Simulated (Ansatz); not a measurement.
**What Si → H does to Mg2Si**

The parent structure is Mg2Si (space group Fm-3m, No. 225; a = 6.3255 Å).

Modification: full substitution Si → H, then cell and atoms are relaxed.

All numbers come from PBEsol (Ansatz, a quantum-chemistry and plane-wave program), no spin-orbit coupling, earlier PAW set. Γ-centred 14×14×14 mesh, Fermi–Dirac width 0.05 eV, for the changed cell.

```json
[
 {"quantity": "volume per atom", "base": "21.09 Å³", "changed": "16.62 Å³", "shift": "-4.47 Å³"},
 {"quantity": "lattice parameter a", "base": "6.325 Å", "changed": "5.842 Å", "shift": "-0.483 Å"},
 {"quantity": "space group", "base": "Fm-3m (No. 225)", "changed": "Fm-3m (No. 225)", "shift": "–"},
 {"quantity": "shortest interatomic distance", "base": "2.739 Å", "changed": "2.530 Å", "shift": "-0.209 Å"},
 {"quantity": "band gap", "base": "0.12 eV", "changed": "zero", "shift": "–"}
]
```

Stability against distortions was not tested. As relaxed here, Mg2H is a hypothetical phase, not in the database extracts checked. The final runs are not spin-polarised. An odd electron count without spin: Mg2H. The zero or small gap of Mg2Si can change with the level of theory.
